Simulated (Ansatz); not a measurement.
An Ansatz (a quantum-chemistry and plane-wave program) input (Ansatz, LDA, PAW, cutoff 420 eV, spin-orbit coupling left out):

Ansatz 0.2 input:
```yaml
crystal:
  lattice:
    - [0.0258321293, 3.0037359609, 3.0037359609]
    - [3.0037359609, 0.0258321293, 3.0037359609]
    - [3.0295680902, 3.0295680902, 0]
  atoms:
    - { symbol: Cd, position: [0, 0, 0] }
    - { symbol: Se, position: [0.25, 0.25, 0.25] }
basis: { ecutwfc: 420, ecutrho_ratio: 4, xc_grid: 2, fft_grid_basis: typed }
kpoints: { mp_grid: { grid: [10, 10, 10] } }
hamiltonian:
  xc: lda
  dispersion: none
  pseudopotentials: { kind: paw }
scf: { occupations: { method: fermi_dirac, width: 0.05 }, convergence: { dr2_threshold: 0.0000000002 } }
relax: { f_tol: 0.005, max_steps: 50 }
output: { forces: true, stress: true }
checkpoint: { write: state.ck, write_every: 1000 }
```

Task: Which symmetry and how many k-points will the program report, and about how many plane waves at Γ?

Result: Space group Imm2 (ITA 44) with 4 operations, k-points 171 of 1000, and 1063 plane waves at Γ.

The cells carry an imposed strain or load. Whether these cells are dynamically stable was not tested. The cell was made from CdSe in the zinc blende structure (space group F-43m, No. 216) by this change: tensor shear ε_xy = +0.86 %.
